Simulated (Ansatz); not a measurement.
An Ansatz (a quantum-chemistry and plane-wave program) run: a single point on K with a change (K → H), its geometry relaxed with PBEsol; Ansatz r2SCAN, scalar-relativistic without spin-orbit coupling, earlier PAW set.

Input:

Ansatz 0.2 input:
```yaml
crystal:
  lattice:
    - [-0.8997838352, 0.8997838352, 0.8997838352]
    - [0.8997838352, -0.8997838352, 0.8997838352]
    - [0.8997838352, 0.8997838352, -0.8997838352]
  atoms:
    - { symbol: H, position: [0, 0, 0] }
basis: { ecutwfc: 500, ecutrho_ratio: 4, xc_grid: 4, fft_grid_basis: typed }
kpoints: { mp_grid: { grid: [36, 36, 36] } }
hamiltonian:
  xc: r2scan
  dispersion: none
  pseudopotentials: { azcp: { folder: ./paw }, kind: paw }
scf: { occupations: { method: fermi_dirac, width: 0.05 }, convergence: { dr2_threshold: 0.0000000001 } }
output: { forces: true, stress: true }
checkpoint: { write: state.ck, write_every: 1000 }
```

Output (explanatory and most iteration lines left out):

```
Pseudopotential: H, paw, valence charge 1
Crystal: 1 atoms, lattice volume = 2.914 Å³
Basis set: ecut = 500 eV, 79 PW (Γ), exchange–correlation on 48×48×48 points (64 copies of the dense FFT grid, shifted against one another)
Bands: 5, of which v1, the nominal top of the filled ones, is band 1 counted from 1 (0 counted from 0)
Symmetry: 48 space group operations
Space group: Im-3m (ITA 229), of the structure as read, at distance tolerance 1.4e-5 Å
k-points: 1240 of 46656
Functional: x = r2scan, c = r2scan; τ floored in thin density (d = 2e-4 eV/Å³)
SCF iter   1: F=—  HF=-14.568287 eV  |F-HF|=—  |Δ(HF+E_count)|=         —  Δρ=2.90e-3  dr2=7.40e-5  dr2_τ=9.25e-4  ethr=6.57e-6  ⟨swp⟩=1.0  Hψ=67093  notcnv=0
SCF iter   2: F=—  HF=-14.569703 eV  |F-HF|=—  |Δ(HF+E_count)|=   1.42e-3  Δρ=9.70e-4  dr2=6.07e-6  dr2_τ=3.41e-6  ethr=6.57e-6  ⟨swp⟩=2.0  Hψ=12430  notcnv=0
SCF 1 converged in 7 iterations: F = -14.569937 eV  dr2 = 2.15e-12
SCF converged after 7 iterations
Free energy (F): -14.569937 eV
Internal energy: -14.569148 eV  (E = F + TS)
E sigma→0 (E₀):  -14.569542 eV
Entropy (-TS):   -0.000789 eV (-0.789 meV/atom)
Fermi energy:    3.952661 eV
--- Forces (eV/Å), atoms counted from 1 ---
  atom   1  H      0.00000000    -0.00000000     0.00000000
--- Stress (GPa, compression-positive) ---
        0.448039      -0.000000       0.000000
       -0.000000       0.448039       0.000000
        0.000000      -0.000000       0.448039
  P = ⅓ Tr σ = 0.4480 GPa (4.480 kbar)
```

Single points use the geometry relaxed with PBEsol. Whether these cells are dynamically stable was not tested. The cell was made from K by this change: K → H; the result is a model cell.
